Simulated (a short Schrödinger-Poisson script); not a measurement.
**MOS inversion layer, SiO2 on p-type InP**

Structure: MOS inversion layer, SiO2 on p-type InP, at 300 K.

```tsv
layer	material	thickness (nm)	Na (cm⁻³)
1	SiO2	2.2	-
2	InP	1300	2.8e17
```

Constants are typed, rounded textbook-type inputs, not results; the design itself was drawn at random and stands for no fabricated device. SiO2: permittivity 3.9, conduction-band edge (eV) 3.48, gap (eV) 9, electron mass (mₑ) 0.5. InP: permittivity 12.5, conduction-band edge (eV) 0, gap (eV) 1.344, Nv at 300 K (cm⁻³) 1.1e19.

Channel valleys (confinement mass, in-plane density-of-states mass, number): Γ 0.08, 0.08, 1. At the gate the conduction-band edge of layer 1 lies 3.58 eV − eVg above the Fermi level of the channel; the field vanishes at the back. Gaps are held at their typed values at every temperature. Mesh 0.03 nm at interfaces.

From a short Schrödinger-Poisson script (our own, NumPy): 1D Poisson equation in equilibrium, electrons quantum, Hartree (BenDaniel-Duke, 12 states a valley, the channel's in-plane mass for all, wave functions free to enter the dielectric), parabolic valleys, classical holes, full ionisation, no traps, pinning or gate leakage.

```csv
Vg (V),electrons (cm⁻²),C (μF/cm²),Γ E0 (meV),Γ E1 (meV)
0.1,1.31e6,0.142,346.7,468.7
0.2,3.80e7,0.137,259.5,385.6
0.3,1.12e9,0.137,172.0,301.8
0.4,2.94e10,0.253,87.1,220.6
0.5,2.70e11,0.684,26.1,163.7
0.6,7.48e11,0.892,-8.0,134.1
0.7,1.32e12,0.969,-32.6,114.0
0.8,1.92e12,1.01,-53.9,97.3
0.9,2.55e12,1.03,-73.7,82.1
1,3.18e12,1.04,-92.7,67.8
1.1,3.83e12,1.06,-111.2,54.1
1.2,4.48e12,1.07,-129.2,41.2
1.3,5.15e12,1.08,-146.7,29.2
1.4,5.82e12,1.09,-163.6,18.1
1.5,6.50e12,1.11,-180.1,7.8
1.6,7.19e12,1.11,-196.1,-1.7
1.7,7.88e12,1.12,-211.8,-10.6
```

Gate voltages with under 1e6 electrons/cm² are left out.

Subbands count from the Fermi level.

Above a few 1e12 electrons/cm² a light Γ valley is non-parabolic and upper valleys begin to fill, which the model leaves out.
